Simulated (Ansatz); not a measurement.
LaN (model structure, started from the zincblende type, F-43m, No. 216, 2 atoms in the cell), treated with PBE0 in Ansatz (plane waves, PAW).

Settings: plane-wave cutoff 460 eV, 8×8×8 k mesh, Fermi–Dirac smearing 0.01 eV, scalar-relativistic PAW data made under PBE.

Cell (relaxed with PBEsol):

Space group F-43m (No. 216); a = b = c = 5.546 Å, α = β = γ = 90.00°

```json
[
 {"atom": "N", "site": "4c", "symmetry": "-43m", "x": "0.2500", "y": "0.2500", "z": "0.2500"},
 {"atom": "La", "site": "4a", "symmetry": "-43m", "x": "0.0000", "y": "0.0000", "z": "0.0000"}
]
```
(The calculation used a cell of 2 atoms; values per cell refer to that cell.)

Task: What does this level give for the band gap, smallest direct gap on the k points sampled and Γ–Γ gap?

Result: 
band gap: 2.88 eV (on the SCF k mesh)
smallest direct gap on the k points sampled: 3.97 eV
Γ–Γ gap: 5.21 eV

Note: the relaxation could raise the start's symmetry but not lower it, so the cell can be a saddle point; cell and atoms aren't relaxed at this level (pressure 2.5 GPa).

Spin–orbit coupling is not included.

A model structure was made by putting elements into a prototype or built by hand; it is no filed structure, need not be a known phase, and can be a saddle point held by its symmetry.

Ansatz is an electronic-structure program.
